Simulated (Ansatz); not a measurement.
Take HfC in the rock salt structure (space group Fm-3m, No. 225; a = 4.651 Å) as the base.

The values are results of DFT with PBE, PAW potentials and a 420 eV plane-wave cutoff in Ansatz (an electronic-structure program), no SOC, not measurements.

Before the change:

* **Lattice parameter a**: 4.651 Å

Perturbation: full substitution C → W, then cell and atoms are relaxed.

Tabulated Pauling electronegativity and covalent radius: C 2.55, 0.76 Å; W 2.36, 1.62 Å.

Problem. Predict the new lattice parameter a.

Solution. The lattice parameter a goes up by 0.874 Å (4.651 Å → 5.525 Å).

Stability against distortions was not tested. As relaxed here, HfW is a hypothetical phase, not in the database extracts checked. The final runs are not spin-polarised.
